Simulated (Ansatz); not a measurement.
The parent structure is ZrO₂ in the fluorite structure (space group Fm-3m, No. 225; a = 5.116 Å).

Perturbation: every lattice vector is stretched by 5.38 %; the atoms relax in the strained cell.

Levels (all Ansatz, a quantum-chemistry and plane-wave program, PAW): PBE (420 eV, no SOC); HSE06 (420 eV, spin-orbit coupling left out).

The geometry is relaxed with PBE.

| Item | Value |
|---|---|
| PBE band gap | 2.86 eV |

Predict the band gap from HSE06.

The band gap goes up by 1.52 eV to 4.38 eV.

Single points use the geometry relaxed with PBE. The hybrid gap comes from the SCF mesh plus the semilocal run's edge points and a few special points and is an upper bound. Stability against distortions was not tested. This is not the structure that ZrO2 has at room temperature and ambient pressure.
